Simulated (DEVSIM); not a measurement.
Device: isotype n-n heterojunction Si/Ge, at 250 K.

```
layer (left to right)  material  thickness (μm)  Nd (cm⁻³)  τn (s)  τp (s)
---------------------  --------  --------------  ---------  ------  ------
1                            Si           0.300     5.8e16  3.9e-7  3.9e-7
2                            Ge           0.160       1e17  3.9e-7  3.9e-7
```

Left contact: ohmic. Right contact: ohmic. Voltage is applied to the left contact. Recombination: SRH at mid-gap, Auger. Mobility is μmin + (μ − μmin)/(1 + (N/Nref)^α).

This is a model device: material constants are rounded textbook-type values typed into the input, and sizes, dopings and lifetimes were drawn at random. Values at 300 K; Nc and Nv go as T^1.5, mobilities as T to minus their exponent, the gap by Varshni's rule with the affinity fixed.

```tsv
parameter	Si	Ge
gap (eV)	1.124	0.664
affinity (eV)	4.05	4
permittivity	11.7	16
Nc (cm⁻³)	2.86e19	1.04e19
Nv (cm⁻³)	3.1e19	6e18
μn (cm²/Vs)	1417	3900
μp (cm²/Vs)	470	1900
μn,min	52	150
μp,min	45	100
Nref,n	9.7e16	2.6e17
Nref,p	2.2e17	4e17
αn	0.68	0.56
αp	0.72	0.6
T exponent of μn	2.3	1.66
T exponent of μp	2.2	2.33
Cn (cm⁶/s)	2.8e-31	1e-31
Cp (cm⁶/s)	9.9e-32	1e-31
Varshni α (eV/K)	0.000473	0.000477
Varshni β (K)	636	235
```

DEVSIM, 1D drift-diffusion, Boltzmann statistics, complete ionisation; no tunnelling, impact ionisation, image-force lowering or self-heating. Band offsets follow the typed affinities; no thermionic-emission limit at abrupt steps, no polarisation charge.

Base results: potential step across the device at zero bias (V) 0.084.

Task: What follows from this one change: doping Nd of layer 1 5.8e+16 → 5.8e+17 cm^-3?

Result: potential step across the device at zero bias 0.084 → 0.034 V.

Task: What follows from this one change: doping Nd of layer 2 1e+17 → 3e+17 cm^-3?

Result: potential step across the device at zero bias 0.084 → 0.107 V.

Task: What follows from this one change: temperature 250 → 500 K?

Result: potential step across the device at zero bias 0.084 → 0.119 V.
